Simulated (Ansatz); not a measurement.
AlB2-type HfB₂ was calculated with PBE-D4 in Ansatz (PAW).

Numerical settings: plane-wave cutoff 520 eV, 24×24×16 k mesh (along the axes of the cell as run), Fermi–Dirac smearing 0.05 eV, scalar-relativistic PAW data made under PBE.

A third-order Birch–Murnaghan fit to the energies gives V0 = 9.726 Å³/atom, B0 = 258 GPa, B′ = 3.9.

```csv
V (Å³/atom),P (GPa)
9.337,11.38
9.532,___
9.726,0.00
9.921,-4.91
10.115,___
```

Problem. Estimate the withheld pressures from this fit; the answers are the runs' own values.

Solution. 
- 9.532, P (GPa): 5.41
- 10.115, P (GPa): -9.37

The formula P = (3/2) B0 (x^(7/3) − x^(5/3)) [1 + (3/4)(B′ − 4)(x^(2/3) − 1)] with x = V0/V meets the computed pressures within 0.03 GPa when these rounded values are put in.

Shape and atoms are relaxed at each volume.

Measured, for comparison: bulk modulus 282 GPa (room temperature, not corrected to a static lattice, hydrostatic curve from radial diffraction; as tabulated in Experimental and computational studies of compression and deformation behavior …); equilibrium volume per atom 9.91 Å³/atom (room temperature, not corrected to a static lattice; as tabulated in Burrage et al. (2022), doi:10.3390/ma15082762). Computed (rounded) less measured: bulk modulus -9 %, equilibrium volume per atom -1.8 %. A static lattice is as a rule a little smaller and stiffer than an uncorrected measurement, which narrows the difference in the equilibrium volume per atom and would widen misses of the other sign.

Note: the bulk modulus comes from volumes at which shape and atoms were relaxed.

Spin–orbit coupling is not included.

Ansatz is a first-principles code.
